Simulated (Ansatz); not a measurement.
Data:

```yaml
crystal:
  lattice:
    - [3.46325, 0.00000, 0.00000]
    - [0.00000, 3.46325, 0.00000]
    - [0.00000, 0.00000, 4.79674]
  atoms:
    - { symbol: Y, position: [0.00000, 0.00000, 0.00000] }
    - { symbol: Y, position: [0.50000, 0.50000, 0.50000] }
    - { symbol: N, position: [0.50000, 0.50000, 0.00000] }
```

No spin polarisation.

Calculations: plane-wave PAW DFT at the PBE-D3(BJ) level (Ansatz, a program for electronic structure, 420 eV), no spin-orbit coupling. k-mesh 17×17×12 (Γ-centred); smearing 0.1 eV (Fermi–Dirac).

Task: Predict the space group, band gap and in-plane stress.

Result: 
- Space group: P4/mmm (No. 123)
- Band gap: zero
- Mean in-plane stress (compression positive): +2.3 GPa

The cells carry an imposed strain or load. Whether these cells are dynamically stable was not tested. The final runs are not spin-polarised. The cell was made from Y2N (space group P4/mmm, No. 123; a hypothetical phase, not in the database extracts checked) by this change: biaxial strain −1.05 %, plane normal [001], relaxed out of plane.
